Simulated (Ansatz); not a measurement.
For WRu3 (P6_3/mmc), Ansatz (a program for electronic structure) with PBEsol, DFPT electron-phonon coupling, linearised Boltzmann equation gives a transport coupling λ_tr = 0.726 and a Drude plasma energy ħω_p = 7.15 eV along z (a = (5.44, 0.00, 0.00) Å; b = (-2.72, 4.71, 0.00) Å; c = (0.00, 0.00, 4.33) Å).

**Question.** Estimate the resistivity at 300 K from the high-temperature formula ρ = 2π λ_tr k_B T / (ħ ε₀ ω_p²), and say how the full Boltzmann solution compares.

**Answer.** The scattering rate is 1/τ = 2π λ_tr k_B T/ħ = 1.79e14 s⁻¹ and ω_p = 1.09e16 s⁻¹, so ρ ≈ 17.1 μΩ·cm. The Boltzmann solution gives 15.1 μΩ·cm, 0.88 times the estimate; it lies lower because k_BT is not large against the phonon energies and the solution lets the distribution adjust.

A metal at this level (no band gap). Only scattering by harmonic phonons is included (no impurities, grain boundaries, electron-electron scattering or thermal expansion). Spin-orbit coupling is left out, which matters with elements this heavy. Halving the electron mesh (20x20x20) moves the resistivity by up to 6 % at 300 K, the coupling by up to 4 %. Smearing 0.20 eV; phonons on a 3x3x3 q mesh, which this run doesn't test.

Computed structure with no diffraction record at hand here (it may be known, metastable or hypothetical): WRu3 (P6_3/mmc).
